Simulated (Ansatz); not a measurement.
**What biaxial strain +1.20 %, plane normal [001], relaxed out of plane does to ZnS**

Base system: ZnS in the wurtzite structure (space group P6_3mc, No. 186; a = 3.738 Å, c = 6.143 Å). Axes: x lies along a and z along c of the hexagonal cell.

Perturbation: tensile biaxial strain of 1.20 % in the plane normal to [001], as in epitaxy on a mismatched substrate; the out-of-plane cell vector and the atoms relax.

The values are results of LDA, PAW, 420 eV (Ansatz, a program for electronic structure; without spin-orbit coupling), not measurements. Settings: 10×10×6 k-points, 0.05 eV Fermi–Dirac smearing.

```json
[
 {"quantity": "volume per atom", "base": "18.59 Å³", "changed": "18.89 Å³", "shift": "+0.309 Å³"},
 {"quantity": "space group", "base": "P6_3mc (No. 186)", "changed": "P6_3mc (No. 186)", "shift": "–"},
 {"quantity": "pressure (mean of the normal stresses, compression positive)", "base": "0.00 GPa", "changed": "-1.33 GPa", "shift": "-1.323 GPa"},
 {"quantity": "band gap", "base": "2.19 eV", "changed": "2.17 eV", "shift": "-0.02 eV"},
 {"quantity": "gap character", "base": "direct at Γ", "changed": "direct at Γ", "shift": "–"},
 {"quantity": "electron mass", "base": "0.15 mₑ along c, 0.18 mₑ across (at Γ)", "changed": "0.16 mₑ out of plane, 0.17 mₑ in plane (at Γ)", "shift": "–"},
 {"quantity": "valence-band top at Γ (three highest levels, from the VBM)", "base": "0.00, 0.00, -0.10 eV", "changed": "0.00, 0.00, 0.00 eV", "shift": "–"},
 {"quantity": "out-of-plane strain", "base": "–", "changed": "-0.73 %", "shift": "–"},
 {"quantity": "ratio −ε⊥/ε∥", "base": "–", "changed": "0.61", "shift": "–"},
 {"quantity": "mean in-plane stress (compression positive)", "base": "–", "changed": "-2.0 GPa", "shift": "–"}
]
```

Final structure (turned so that z lies along the plane normal):

```yaml
crystal:
  lattice:
    - [3.78312, 0.00000, 0.00000]
    - [1.89156, 3.27628, 0.00000]
    - [0.00000, 0.00000, 6.09774]
  atoms:
    - { symbol: Zn, position: [0.33333, 0.33333, 0.99874] }
    - { symbol: Zn, position: [0.66667, 0.66667, 0.49874] }
    - { symbol: S, position: [0.33333, 0.33333, 0.37626] }
    - { symbol: S, position: [0.66667, 0.66667, 0.87626] }
```

Masses are band curvatures over ±0.01 Å⁻¹ around the edge. Whether these cells are dynamically stable was not tested.
